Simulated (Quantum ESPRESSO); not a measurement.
## Quick settings and what they miss: MgZn3 (P6_3/mmc, 8 atoms in the cell)

Self-consistent single point.

```yaml
crystal:
  lattice:
    - [5.64644, 0.00000, 0.00000]
    - [-2.82322, 4.88996, 0.00000]
    - [0.00000, 0.00000, 4.30016]
  atoms:
    - { symbol: Mg, position: [0.66667, 0.33333, 0.75000] }
    - { symbol: Mg, position: [0.33333, 0.66667, 0.25000] }
    - { symbol: Zn, position: [0.67972, 0.83986, 0.75000] }
    - { symbol: Zn, position: [0.32028, 0.16014, 0.25000] }
    - { symbol: Zn, position: [0.83986, 0.67972, 0.25000] }
    - { symbol: Zn, position: [0.16014, 0.32028, 0.75000] }
    - { symbol: Zn, position: [0.16014, 0.83986, 0.75000] }
    - { symbol: Zn, position: [0.83986, 0.16014, 0.25000] }
```

Method: PBEsol, GBRV 1.5 ultrasoft (PBESOL) pseudopotentials (plane waves; Quantum ESPRESSO).

Base settings: ecutwfc = 50 Ry; ecutrho = 250 Ry; occupations = smearing; smearing = gaussian; degauss = 0.0073499 Ry; potentials = {Mg: mg_pbesol_v1.4.uspp.F.UPF, Zn: zn_pbesol_v1.uspp.F.UPF}; K_POINTS = automatic 6 6 7 0 0 0; conv_thr = 1e-10 Ry; mixing_beta = 0.7.

Tight run (finer mesh or higher cutoff; not a proven limit): ecutwfc: 50 Ry → 70 Ry; ecutrho: 250 Ry → 350 Ry; conv_thr: 1e-10 Ry → 7.3e-11 Ry; K_POINTS: automatic 6 6 7 0 0 0 → automatic 9 9 10 0 0 0. It gave Fermi level (on the code's own zero) 12.83 eV; pressure 2.64 GPa; largest force (vector length) 0.023 eV/Å.

Quick runs, as changes from the base:
- A: the base itself
- B: ecutwfc: 50 Ry → 25 Ry; ecutrho: 250 Ry → 125 Ry; K_POINTS: automatic 6 6 7 0 0 0 → automatic 2 2 2 0 0 0
- C: ecutwfc: 50 Ry → 35 Ry; ecutrho: 250 Ry → 175 Ry; conv_thr: 1e-10 Ry → 7.3e-05 Ry; K_POINTS: automatic 6 6 7 0 0 0 → automatic 8 8 8 0 0 0
- D: ecutwfc: 50 Ry → 35 Ry; ecutrho: 250 Ry → 175 Ry; pseudopotentials: {Mg: mg_pbesol_v1.4.uspp.F.UPF, Zn: zn_pbesol_v1.uspp.F.UPF} → {Mg: mg_lda_v1.4.uspp.F.UPF, Zn: zn_lda_v1.uspp.F.UPF}; K_POINTS: automatic 6 6 7 0 0 0 → automatic 4 4 4 0 0 0 [LDA (PZ)]
- E: ecutwfc: 50 Ry → 40 Ry; ecutrho: 250 Ry → 200 Ry; degauss: 0.0073499 Ry → 0.019992 Ry; K_POINTS: automatic 6 6 7 0 0 0 → automatic 6 6 6 1 1 1
- F: ecutwfc: 50 Ry → 25 Ry; ecutrho: 250 Ry → 125 Ry; K_POINTS: automatic 6 6 7 0 0 0 → automatic 8 8 8 1 1 1

Energies are extrapolated to zero smearing width, which holds to low order in the width alone (under cold and Methfessel-Paxton smearing the free energy itself is taken).

Dashes: time of B, under 30 s; pressure of C, not trusted under this conv_thr with d or f elements; energy of D, another energy zero.

† marks runs with another functional, U, potentials or spin treatment: their distance from the tight run is not a convergence error alone.

The count of work is k-points × plane waves × bands × iterations; it is no time. Core times come from one kind of shared machine and are given to one figure; runs under 30 s give none.

The starting cell comes from a database of computed structures (which also holds hypothetical and non-ambient phases and stackings), without a prior relaxation at this level. Its lattice was rescaled by a random factor within 2.5 % of one.

```tsv
run	energy less tight (meV/atom)	pressure less tight (GPa)	largest miss in a force vector (eV/Å)	count of work / tight	core time / tight (rough)
A	6.4	-0.44	0.002	0.24	0.3
B	4481.2	-286.17	0.009	0.012	–
C	64.5	–	0.085	0.15	0.2
D†	–	-10.15	0.081	0.053	0.06
E	30.4	0.56	0.024	0.19	0.2
F	4427.2	-284.60	0.010	0.26	0.3
```

Among the runs at the tight run's level, the energy misses run from 6.4 to 4481.2 meV/atom.
